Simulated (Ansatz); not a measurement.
The starting structures come from a database of crystals and need not be the phases stable at ambient conditions.

 Where the default PAW files enter, the runs use the earlier of Ansatz's two default sets.

Given:

```
CELL_PARAMETERS angstrom
      6.52097     0.00000     0.00000
      0.00000     6.52097     0.00000
      3.26048    -3.26048     4.61102
ATOMIC_POSITIONS crystal
  Cd 0.75000 0.75000 0.50000
  Cd 0.00000 0.00000 0.00000
  In 0.87500 0.37500 0.75000
  In 0.37500 0.37500 0.25000
  In 0.37500 0.37500 0.75000
  In 0.37500 0.87500 0.25000
  O  0.13825 0.58525 0.72350
  O  0.16475 0.61175 0.22350
  O  0.13825 0.13825 0.72350
  O  0.61175 0.61175 0.22350
  O  0.58525 0.13825 0.27650
  O  0.61175 0.16475 0.77650
  O  0.13825 0.13825 0.27650
  O  0.61175 0.61175 0.77650
```

Space group of this cell: Fd-3m, spinel. The cell is taken as given; by r2SCAN its mean pressure is -0.9 GPa.

The numbers are results of r2SCAN (plane waves, PAW; Ansatz, an electronic-structure program), not measurements.

The current runs along the normal of the first two printed vectors; no spin-orbit coupling. Scaled by the factor s: both lengths across the current (ions clamped). Meshes 8×8×8 and 6×6 across the current in all rows.

```json
[
 {"s": "0.98", "mean pressure (GPa)": "5.9", "band gap (eV)": "1.68"},
 {"s": "1.00", "mean pressure (GPa)": "-0.9", "band gap (eV)": "1.54"},
 {"s": "1.02", "mean pressure (GPa)": "-6.2", "band gap (eV)": "?"}
]
```

**Question.** Take the slope of the band gap against ln s from the two given rows, extrapolate to s = 1.02, and say what the run there gives.

**Answer.** Slope = (1.68 − 1.54) / ln 0.98 = -6.93 eV. The line gives 1.54 + (-6.93) × ln 1.02 = 1.40 eV. The run gives 1.35 eV, 0.05 eV under the line, 38 % of the predicted step.
